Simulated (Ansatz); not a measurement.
Nb3Si (Pm-3n, No. 223, 8 atoms in the cell; start mp-10229), treated with PBEsol (Ansatz, a first-principles code, plane waves, PAW).

Settings: plane-wave cutoff 520 eV, 12×12×12 k mesh, Fermi–Dirac smearing 0.05 eV, no spin polarisation, scalar-relativistic PAW data made under PBE.

Cell (relaxed at this level):

Space group Pm-3n (No. 223); a = b = c = 5.0611 Å, α = β = γ = 90.00°

```tsv
atom	site	symmetry	x	y	z
Nb	6c	-4m.2	0.0000	0.5000	0.2500
Si	2a	m-3.	0.0000	0.0000	0.0000
```

Q: Estimate the bulk modulus B0 that the calculation returns.

A: 
bulk modulus B0: 195 GPa

Note: the run has no spin polarisation, so it can have missed a magnetic state; the bulk modulus is −V dP/dV from two relaxed cells at ±2 % in volume; the relaxation could not lower the start's symmetry, so the cell can be a saddle point above a distorted one.

Computing time: about 5 core-minutes (a rough figure).

A start named mp-… is a Materials Project structure, which need not be a measured phase.
